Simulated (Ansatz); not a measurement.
Base system: KF in the rock salt structure (space group Fm-3m, No. 225; a = 5.307 Å).

Computed with PBEsol (Ansatz, a first-principles code, PAW, scalar-relativistic without spin-orbit coupling).

For the base:

The electron mass is 0.54 mₑ (at Γ) and the gap character is direct at Γ.

It is then changed as follows: every lattice vector is shortened by 2.50 %; the atoms relax in the strained cell.

Problem. What does the calculation give for the energy relative to the base, electron mass, gap character and mean gap deformation potential ΔEg/Δln V after the change?

Solution. The energy increases by 12 meV/atom; the electron mass becomes 0.53 mₑ (at Γ) (base: 0.54 mₑ (at Γ)); the gap character is still direct at Γ; the mean gap deformation potential ΔEg/Δln V comes out as -5.3 eV.

Masses are band curvatures over ±0.01 Å⁻¹ around the edge. Stability against distortions was not tested.
